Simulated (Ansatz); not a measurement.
Base system: MoSi2 (space group I4/mmm, No. 139; a = 3.174 Å, c = 7.779 Å; relaxed with 0.1 eV smearing). Axes: x, y, z lie along a, b, c of the conventional cell.

Computed with LDA in Ansatz (plane waves to 420 eV, PAW, scalar-relativistic without spin-orbit coupling).

Base values:

* **Band gap**: zero

It is then changed as follows: the cell is compressed by 2.50 % along x with no lateral relaxation; the atoms relax in the strained cell.

### Question
How does this affect the stress?

### Answer
The stress (xx, yy, zz, yz, xz, xy; compression positive) is (11.3, 3.5, 2.7, 0.0, 0.0, 0.0) GPa.

### Question
What does the calculation give for the energy relative to the base after the change?

### Answer
The energy grows by 11 meV/atom.

### Question
What happens to the band gap?

### Answer
The band gap is still zero.

Whether these cells are dynamically stable was not tested. All final runs are without spin polarisation.

Ansatz is an electronic-structure program.
